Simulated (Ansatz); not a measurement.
The starting structures come from a database of crystals and need not be the phases stable at ambient conditions.

Tunnelling through a barrier is set by its complex band structure: the current falls as exp(−2κd) with the smallest κ.

Input:

```xyz
7
Lattice="5.1425 0.0000 0.0000 2.5713 8.6412 0.0000 0.0000 1.5302 4.9096" Properties=species:S:1:pos:R:3 pbc="T T T"
K      2.5713     6.2019     0.7602
K      5.1425     3.9694     4.1493
K      2.5713     0.0000     0.0000
K      0.0000     0.7651     2.4548
Br     2.5713     3.0358     1.7471
Br     5.1425     7.1356     3.1625
O      0.0000     0.0000     0.0000
```

Space group of this cell: I4/mmm. The cell is taken as given.

Transport runs along the normal of the first two printed cell vectors, the (101) plane of the conventional cell.

The gap is the functional's own, uncorrected, and κ follows it; spin-orbit coupling is left out. Mid-gap values are interpolated between the computed energies.

Q: Predict the band gap and the smallest decay constant κ at mid-gap from r2SCAN (Ansatz, an electronic-structure program).

A: Gap 1.40 eV on a 6×6×6 mesh; κ = 0.230 1/Å, at the zone centre.
